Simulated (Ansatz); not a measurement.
Consider Pt in the fcc (Cu type) structure (space group Fm-3m, No. 225; a = 3.9198 Å; relaxed with 0.1 eV smearing). Axes: x, y, z lie along the cube axes.

Calculations: PBEsol in Ansatz (plane waves to 420 eV, PAW, no spin-orbit coupling).

Now apply this change: uniaxial strain ε_zz = −2.50 %, all other strain components held at zero, atoms relaxed at fixed cell.

Problem. Predict the stress tensor and what it implies for the stiffness.

Solution. Stress of the strained cell less that of the base (GPa, compression positive):
```
    6.9     0.0     0.0
    0.0     6.9     0.0
    0.0     0.0     9.6
```

Then −Δσ_ii/ε with ε = -0.0250 gives secant stiffness values (nonlinear terms included at this strain): C33 ≈ 386 GPa, C13 ≈ 276 GPa and C23 ≈ 276 GPa.

As a check, the harmonic strain energy −½ V₀ Δσ:ε is 11 meV/atom; the computed energy rise is 11 meV/atom.

Whether these cells are dynamically stable was not tested. All final runs are without spin polarisation.

Ansatz is an electronic-structure program.
